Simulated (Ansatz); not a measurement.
We consider fluorite PbF₂ (high-temperature phase), described by PBEsol (plane waves, PAW; Ansatz, a program for electronic structure).

Run with plane-wave cutoff 520 eV, 10×10×10 k mesh, Fermi–Dirac smearing 0.01 eV, scalar-relativistic PAW data made under PBE.

Response to compression and expansion:

| V (Å³/atom) | P (GPa) | direct gap at Γ (eV) | smallest gap on the k mesh (eV) |
|---|---|---|---|
| 16.080 | 5.47 | 9.215 | 4.291 |
| 16.422 | 3.43 | 9.061 | 4.302 |
| 16.764 | 1.61 | 8.911 | 4.310 |
| 17.106 | 0.00 | 8.765 | 4.316 |
| 17.448 | -1.45 | 8.622 | 4.320 |
| 17.790 | -2.73 | 8.483 | 4.321 |
| 18.132 | -3.87 | 8.347 | 4.313 |

The fundamental gap (4.31 eV at the equilibrium volume, with added k points) lies elsewhere than Γ–Γ.

Spin–orbit coupling is not included; with these elements it can move the gap by several tenths of an eV or more.
